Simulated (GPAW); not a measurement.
Band structure of Co (P6_3/mmc, 2 atoms in the cell).

```
CELL_PARAMETERS angstrom
      2.45049     0.00000     0.00000
     -1.22525     2.12219     0.00000
      0.00000     0.00000     3.98616
ATOMIC_POSITIONS crystal
  Co 0.33333 0.66667 0.25000
  Co 0.66667 0.33333 0.75000
```
Moments meant for the start (each program seeds them in its own way; μB, in the order of the atoms Co Co): 3.0 3.0.

Method: PBE, GPAW PAW datasets PBE (gpaw-data 1.0.1) (plane waves; GPAW 25.7.0).

Settings: spinpol = true; mode = pw; ecut = 800 eV; xc = PBE; kpts = 12 12 7; mesh shift (steps) = 0 0 0; occupations.name = methfessel-paxton; occupations.width = 0.05 eV; occupations.order = 0; nbands = -8; convergence.forces = 0.001 eV/Å; symmetry.symmorphic = false; symmetry.tolerance = 0.0005; maxiter = 120.

The starting cell comes from a database of computed structures (which also holds hypothetical and non-ambient phases and stackings), without a prior relaxation at this level. Its lattice was rescaled by a random factor within 2.5 % of one. The magnetic order is the one reached from the typed start; others were not searched systematically.

Levels in eV from the Fermi level, bands 7 to 14 of the first spin channel:
| point | 7 | 8 | 9 | 10 | 11 | 12 | 13 | 14 |
|---|---|---|---|---|---|---|---|---|
| Γ | -2.31 | -1.91 | -1.91 | -0.74 | -0.74 | -0.29 | 6.66 | 22.60 |
| M | -2.23 | -0.58 | -0.50 | -0.42 | 1.42 | 3.54 | 9.96 | 10.67 |
| K | -1.95 | -0.86 | -0.86 | -0.75 | 4.69 | 5.60 | 5.60 | 12.71 |
| A | -2.71 | -2.71 | -1.07 | -1.07 | -1.07 | -1.07 | 15.33 | 15.33 |
| L | -1.03 | -1.03 | -0.48 | -0.48 | 1.60 | 1.60 | 7.67 | 7.67 |
| H | -1.90 | -1.90 | -0.67 | -0.67 | 5.95 | 5.95 | 7.60 | 7.60 |

Bands cross the Fermi level along this path, so the cell is metallic at this level.

The net moment of the cell came out as 3.16 μB.
